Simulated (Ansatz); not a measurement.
Base system: TiAl (space group P4/mmm, No. 123; a = 2.824 Å, c = 4.075 Å; relaxed with 0.1 eV smearing). Axes: x, y, z lie along a, b, c of the conventional cell.

(Cell as relaxed with PBE.)

Levels (all Ansatz, a quantum-chemistry and plane-wave program, PAW, earlier PAW set): PBE (420 eV, scalar-relativistic without spin-orbit coupling); r2SCAN (500 eV, no SOC).

Each level relaxes its own structure.

| base | PBE | r2SCAN |
|---|---|---|
| volume per atom | 16.25 Å³ | 16.07 Å³ |
| lattice parameter a | 2.824 Å | 2.813 Å |
| band gap | zero | zero |

It is then changed as follows: biaxial strain −3.22 %, plane normal [001], relaxed out of plane (Cartesian); in-plane vectors clamped, the third vector and the atoms free.

```csv
quantity,PBE,r2SCAN
mean in-plane stress (compression positive),+6.2 GPa,+6.9 GPa
volume per atom,15.70 Å³,15.50 Å³
```

PBE's in-plane stress lies 0.64 GPa below r2SCAN's; PBE's volume per atom lies 0.194 Å³ above r2SCAN's (1.2 %). Neither level is exact; r2SCAN is the comparison here, not a measurement.

Whether these cells are dynamically stable was not tested. The final runs are not spin-polarised.
